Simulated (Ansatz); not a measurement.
**BaTiO3 under a change: Ti interstitial (started 1.72 Å from the nearest host atom)**

The reference is a 15-atom supercell of BaTiO₃ in the cubic perovskite structure (space group Pm-3m, No. 221; a = 3.970 Å) at its relaxed geometry.

It is then changed as follows: a neutral Ti interstitial (started 1.72 Å from the nearest host atom), atoms relaxed at fixed cell, starting from a slightly rattled geometry.

Level of theory: PBEsol (Ansatz, a first-principles code, PAW, no spin-orbit coupling). k-mesh 4×5×5 (Γ-centred); smearing 0.01 eV (Fermi–Dirac).

```tsv
quantity	base	changed	shift
pressure	0.0 GPa	14.4 GPa	+14.45 GPa
final site of the added atom	–	4 O at 2.01 Å (square planar)	–
```

Final structure:

```
CELL_PARAMETERS angstrom
      3.96988    -3.96988    -3.96988
      0.00000     3.96988    -3.96988
      3.96988     0.00000     3.96988
ATOMIC_POSITIONS crystal
  Ba 0.95440 0.96103 0.92116
  Ba 0.66041 0.66635 0.33183
  Ba 0.36645 0.37169 0.74248
  Ti 0.82874 0.32920 0.65748
  Ti 0.49209 0.00353 0.00616
  Ti 0.16041 0.66636 0.33181
  O  0.66041 0.16637 0.33185
  O  0.31905 0.83959 0.67828
  O  0.00181 0.49315 0.98538
  O  0.98381 0.49641 0.48430
  O  0.66043 0.16636 0.83183
  O  0.33701 0.83633 0.17935
  O  0.98383 0.98881 0.48430
  O  0.66042 0.66637 0.83184
  O  0.33701 0.34393 0.17936
  Ti 0.16042 0.16638 0.33183
```

Cost of the whole job for the changed cell (relaxation, final SCF and bands): about 27 core-minutes (a rough figure).

The magnetic state is the one reached from the starting moments; the real material's order can differ, and small cells can't hold many antiferromagnetic ones. In so small a cell the defect repeats every few ångströms: this is an ordered compound, not a dilute defect. A case with no gap was solved on a k-mesh chosen for an insulator, which is coarse for it. No Hubbard U is applied, and correlation can decide whether such a compound is a metal. Spin-polarised in the final run: Ti interstitial (started 1.72 Å from the nearest host atom); the other runs are not. Many cubic perovskites are stable only at high temperature; tilts and polar distortions were not tested. The defect cell is spin-polarised and ends with 1.2 μB, a fractional moment that hangs on the mesh and smearing. This is not the structure that BaTiO3 has at room temperature and ambient pressure.
